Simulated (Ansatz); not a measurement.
Several settings converged on Cr (P-3m1, 2 atoms in the cell)

```xyz
2
Lattice="2.4363 0.0000 0.0000 -1.2181 2.1099 0.0000 0.0000 0.0000 4.4682" Properties=species:S:1:pos:R:3 pbc="T T T"
Cr     0.0000     1.4066     1.1671
Cr     1.2181     0.7033     3.3512
```

Base method: LDA (PW92), default PAW files made with PBE (plane waves; Ansatz, an electronic-structure program).

Base settings: basis.ecutwfc = 30.9 Ry; kpoints.mp_grid.grid = 15 15 8; hamiltonian.xc = lda; hamiltonian.pseudopotentials = {kind: paw} (the program's default PAW files); scf.occupations.method = gaussian; scf.occupations.width = 0.0073 Ry.

The count of work is k-points × plane waves × bands × iterations; it is no time. 

**The width of Fermi-Dirac smearing**

In this ladder: kpoints.mp_grid.grid = 24 24 13; scf.occupations.method = fermi_dirac.

Narrow widths need finer meshes than wide ones, so the last steps can hold mesh noise.

Only quantities that move along the ladder and can be compared are tabulated; pressure and forces are left out, as mesh noise rules them at narrow widths.

```tsv
scf.occupations.width	free energy less the last step's (meV/atom)	energy extrapolated to zero width less the last step's (meV/atom)
0.0735 Ry	-2302.71	-169.49
0.0367 Ry	-601.81	-10.06
0.022 Ry	-214.05	0.06
0.0147 Ry	-91.76	0.83
0.0073 Ry	-17.77	0.05
0.0037 Ry	0.00	0.00
```

Widest scf.occupations.width that holds the free energy within 5 meV/atom: not settled: the last two steps still differ by 18 meV/atom, over half the tolerance, so the ladder does not show it.

Widest scf.occupations.width that holds the energy extrapolated to zero width within 1 meV/atom of the last step, with all finer ones: 0.022 Ry; the step before is off by 10 meV/atom.

The extrapolation to zero width removes most of the smearing's effect on the energy.

**The width of Methfessel-Paxton smearing**

In this ladder: kpoints.mp_grid.grid = 24 24 13; scf.occupations.method = methfessel_paxton.

Narrow widths need finer meshes than wide ones, so the last steps can hold mesh noise.

Only quantities that move along the ladder and can be compared are tabulated; pressure and forces are left out, as mesh noise rules them at narrow widths.

```csv
scf.occupations.width,free energy less the last step's (meV/atom)
0.0735 Ry,-0.85
0.0367 Ry,1.26
0.022 Ry,0.02
0.0147 Ry,-0.13
0.0073 Ry,-0.07
0.0037 Ry,0.00
```

Widest scf.occupations.width that holds the free energy within 0.5 meV/atom of the last step, with all finer ones: 0.022 Ry; the step before is off by 1.3 meV/atom.

**The mesh under tetrahedron occupations**

In this ladder: scf.occupations.method = tetrahedron; scf.occupations.width = default.

Only quantities that move along the ladder and can be compared are tabulated.

| kpoints.mp_grid.grid | free energy less the last step's (meV/atom) | pressure (GPa) | largest difference of a force vector from the last step's (eV/Å) | count of work / last |
|---|---|---|---|---|
| 6 6 3 | 3.85 | -5.68 | 0.002 | 0.0085 |
| 8 8 4 | -3.72 | -6.57 | 0.002 | 0.017 |
| 10 10 5 | 0.93 | -6.29 | 0.013 | 0.029 |
| 12 12 6 | 1.35 | -6.41 | 0.001 | 0.043 |
| 15 15 7 | 1.35 | -6.53 | 0.001 | 0.082 |
| 19 19 9 | 0.59 | -6.55 | 0.000 | 0.16 |
| 23 23 11 | -0.19 | -6.56 | 0.002 | 0.28 |
| 29 29 14 | -0.09 | -6.59 | 0.001 | 0.55 |
| 36 36 17 | 0.00 | -6.62 | 0.000 | 1.0 |

Coarsest kpoints.mp_grid.grid that holds the pressure within 0.5 GPa of the last step, with all finer ones: 8 8 4, at 0.017 of the last step's count of work; the step before is off by 0.94 GPa.

Coarsest kpoints.mp_grid.grid that holds the forces within 0.005 eV/Å of the last step, with all finer ones: 12 12 6, at 0.043 of the last step's count of work; the step before is off by 0.013 eV/Å.

Coarsest kpoints.mp_grid.grid that holds the free energy within 2 meV/atom of the last step, with all finer ones: 10 10 5, at 0.029 of the last step's count of work; the step before is off by 3.7 meV/atom.

On the base run: the starting cell comes from a database of computed structures (which also holds hypothetical and non-ambient phases and stackings), without a prior relaxation at this level. Its lattice was rescaled by up to half a per cent. One atom was moved a little off its site on purpose. Spin polarisation is off. In the base run, with a pressure of about -7 GPa the cell is away from its equilibrium volume at this level. Ansatz's pressure includes its estimate of the finite-basis (Pulay) stress.

Left out of this page: 4 runs of the series outside the window shown, repeating another row's setting, or not comparable.

Keys are those of Ansatz 0.2.
